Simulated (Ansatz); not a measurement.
The reference is SiS2 (space group Ibam, No. 72; made of chains).

Space group Ibam (No. 72); a = 5.8031 Å, b = 9.8918 Å, c = 5.5455 Å, α = β = γ = 90.00°

| atom | site | symmetry | x | y | z |
|---|---|---|---|---|---|
| S | 8j | ..m | 0.1997 | 0.1148 | 0.0000 |
| Si | 4a | 222 | 0.0000 | 0.0000 | 0.2500 |
(The calculation used a cell of 6 atoms; values per cell refer to that cell.)

Calculations: r2SCAN in Ansatz (plane waves to 500 eV, PAW, no SOC).

Carriers are added at fixed cell with a uniform background; the Fermi–Dirac width is that of 300 K.

One change was made to it. Results:

| quantity | base | after |
|---|---|---|
| Fermi level relative to the doped band's edge (positive inside the band; to 0.05 eV) | – | +0.65 eV |
| largest internal atomic displacement | – | 0.057 Å |
| gap between the host's bands | 3.31 eV | 3.05 eV |

Q: What was done to the base?
(A) holes 3.0×10^21 cm⁻³
(B) electrons 1.0×10^22 cm⁻³
(C) electrons 7.0×10^21 cm⁻³
(D) electrons 3.0×10^21 cm⁻³
(E) electrons 2.0×10^21 cm⁻³

A: C, electrons 7.0×10^21 cm⁻³. For comparison, the gap between the host's bands in the other runs: electrons 2.0×10^21 cm⁻³ gives 3.24 eV; electrons 1.0×10^22 cm⁻³ gives 2.93 eV; electrons 3.0×10^21 cm⁻³ gives 3.21 eV; holes 3.0×10^21 cm⁻³ gives 3.44 eV.

Charged cell with a jellium background: band edges are those of the host's band count, energies are not comparable with the neutral cell, and many-body gap narrowing is missing. Stability against distortions was not tested. No dispersion term is included, though the crystal is made of layers, chains or molecules, so its spacings can come out too wide.

Ansatz is a first-principles code.
